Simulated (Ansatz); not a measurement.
Start from Hg in the diamond structure (space group Fd-3m, No. 227; a = 6.6186 Å; a hypothetical phase, not in the database extracts checked; relaxed with 0.1 eV smearing). Axes: x, y, z lie along the cube axes.

Perturbation: tensile biaxial strain of 3.51 % in the plane normal to [001], as in epitaxy on a mismatched substrate; the out-of-plane cell vector and the atoms relax.

Levels (all Ansatz, an electronic-structure program, PAW): PBEsol (420 eV, no spin-orbit coupling); PBEsol+SOC (420 eV, noncollinear with spin-orbit coupling).

The geometry is relaxed with PBEsol.

- PBEsol pressure = 0.7 GPa

### Question
What does PBEsol+SOC give at this geometry for the pressure?

### Answer
The pressure falls by 0.9 GPa (0.7 GPa → -0.2 GPa).

Single points use the geometry relaxed with PBEsol. The spin-orbit shifts are approximate. Stability against distortions was not tested. Under biaxial strain +3.51 %, plane normal [001], relaxed out of plane the cell ends below the base's energy or with stress of the wrong sign: the atoms slid into a distortion or the cell is elastically unstable, so the base is not a stable minimum at this level.
